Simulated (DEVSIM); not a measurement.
Device: W/SiO2/p-GaSb capacitor, at 400 K.

| layer (left to right) | material | thickness (nm) | Na (cm⁻³) |
|---|---|---|---|
| 1 | SiO2 | 9.60 | - |
| 2 | GaSb | 13000 | 2.2e15 |

Metal gate on the left, work function 4.6 eV. Fixed charge at the semiconductor interface 0 cm⁻² (in units of +e); no interface traps.

This is a model device: material constants are rounded textbook-type values typed into the input, and sizes, dopings and lifetimes were drawn at random. Values at 300 K; Nc and Nv go as T^1.5, mobilities as T to minus their exponent, the gap by Varshni's rule with the affinity fixed.

```csv
parameter,SiO2,GaSb
gap (eV),9,0.726
affinity (eV),0.9,4.06
permittivity,3.9,15.7
Nc (cm⁻³),-,2.1e17
Nv (cm⁻³),-,1.8e19
Varshni α (eV/K),-,0.00042
Varshni β (K),-,140
```

Simulated with DEVSIM: 1D Poisson equation in equilibrium, Boltzmann statistics, complete ionisation; no quantum confinement or tunnelling. Metal contacts follow the ideal Schottky-Mott rule: no Fermi-level pinning, no interface dipoles.

### Question
Tabulate band edges, carrier densities and field at -0.7 V on the gate.

### Answer
Energies count from the Fermi level of the right contact; mesh points crowd at the junctions.

```json
[
 {"x (μm)": "0.000", "Ec (eV)": "4.400", "Ev (eV)": "-4.600", "n (cm⁻³)": "< 1e2", "p (cm⁻³)": "< 1e2", "field (V/cm)": "-650000"},
 {"x (μm)": "0.001535", "Ec (eV)": "4.300", "Ev (eV)": "-4.700", "n (cm⁻³)": "< 1e2", "p (cm⁻³)": "< 1e2", "field (V/cm)": "-650000"},
 {"x (μm)": "0.004594", "Ec (eV)": "4.100", "Ev (eV)": "-4.900", "n (cm⁻³)": "< 1e2", "p (cm⁻³)": "< 1e2", "field (V/cm)": "-650000"},
 {"x (μm)": "0.007795", "Ec (eV)": "3.892", "Ev (eV)": "-5.108", "n (cm⁻³)": "< 1e2", "p (cm⁻³)": "< 1e2", "field (V/cm)": "-650000"},
 {"x (μm)": "0.009814", "Ec (eV)": "0.611", "Ev (eV)": "-0.077", "n (cm⁻³)": "6.5e9", "p (cm⁻³)": "3.0e18", "field (V/cm)": "-150000"},
 {"x (μm)": "0.01187", "Ec (eV)": "0.585", "Ev (eV)": "-0.103", "n (cm⁻³)": "1.4e10", "p (cm⁻³)": "1.4e18", "field (V/cm)": "-110000"},
 {"x (μm)": "0.01701", "Ec (eV)": "0.545", "Ev (eV)": "-0.142", "n (cm⁻³)": "4.4e10", "p (cm⁻³)": "4.4e17", "field (V/cm)": "-59000"},
 {"x (μm)": "0.03748", "Ec (eV)": "0.477", "Ev (eV)": "-0.211", "n (cm⁻³)": "3.2e11", "p (cm⁻³)": "6.2e16", "field (V/cm)": "-20000"},
 {"x (μm)": "0.08096", "Ec (eV)": "0.424", "Ev (eV)": "-0.263", "n (cm⁻³)": "1.5e12", "p (cm⁻³)": "1.3e16", "field (V/cm)": "-7500"},
 {"x (μm)": "0.1895", "Ec (eV)": "0.382", "Ev (eV)": "-0.305", "n (cm⁻³)": "5.0e12", "p (cm⁻³)": "3.9e15", "field (V/cm)": "-1900"},
 {"x (μm)": "0.4607", "Ec (eV)": "0.364", "Ev (eV)": "-0.324", "n (cm⁻³)": "8.4e12", "p (cm⁻³)": "2.3e15", "field (V/cm)": "-150"},
 {"x (μm)": "1.593", "Ec (eV)": "0.362", "Ev (eV)": "-0.325", "n (cm⁻³)": "8.8e12", "p (cm⁻³)": "2.2e15", "field (V/cm)": "≈ 0"},
 {"x (μm)": "3.966", "Ec (eV)": "0.362", "Ev (eV)": "-0.325", "n (cm⁻³)": "8.8e12", "p (cm⁻³)": "2.2e15", "field (V/cm)": "≈ 0"},
 {"x (μm)": "8.682", "Ec (eV)": "0.362", "Ev (eV)": "-0.325", "n (cm⁻³)": "8.8e12", "p (cm⁻³)": "2.2e15", "field (V/cm)": "≈ 0"},
 {"x (μm)": "11.73", "Ec (eV)": "0.362", "Ev (eV)": "-0.325", "n (cm⁻³)": "8.8e12", "p (cm⁻³)": "2.2e15", "field (V/cm)": "≈ 0"},
 {"x (μm)": "12.50", "Ec (eV)": "0.362", "Ev (eV)": "-0.325", "n (cm⁻³)": "8.8e12", "p (cm⁻³)": "2.2e15", "field (V/cm)": "≈ 0"},
 {"x (μm)": "12.81", "Ec (eV)": "0.362", "Ev (eV)": "-0.325", "n (cm⁻³)": "8.8e12", "p (cm⁻³)": "2.2e15", "field (V/cm)": "≈ 0"},
 {"x (μm)": "12.93", "Ec (eV)": "0.362", "Ev (eV)": "-0.325", "n (cm⁻³)": "8.8e12", "p (cm⁻³)": "2.2e15", "field (V/cm)": "≈ 0"},
 {"x (μm)": "12.99", "Ec (eV)": "0.362", "Ev (eV)": "-0.325", "n (cm⁻³)": "8.8e12", "p (cm⁻³)": "2.2e15", "field (V/cm)": "≈ 0"},
 {"x (μm)": "13.00", "Ec (eV)": "0.362", "Ev (eV)": "-0.325", "n (cm⁻³)": "8.8e12", "p (cm⁻³)": "2.2e15", "field (V/cm)": "≈ 0"},
 {"x (μm)": "13.01", "Ec (eV)": "0.362", "Ev (eV)": "-0.325", "n (cm⁻³)": "8.8e12", "p (cm⁻³)": "2.2e15", "field (V/cm)": "≈ 0"},
 {"x (μm)": "13.01", "Ec (eV)": "0.362", "Ev (eV)": "-0.325", "n (cm⁻³)": "8.8e12", "p (cm⁻³)": "2.2e15", "field (V/cm)": "≈ 0"}
]
```
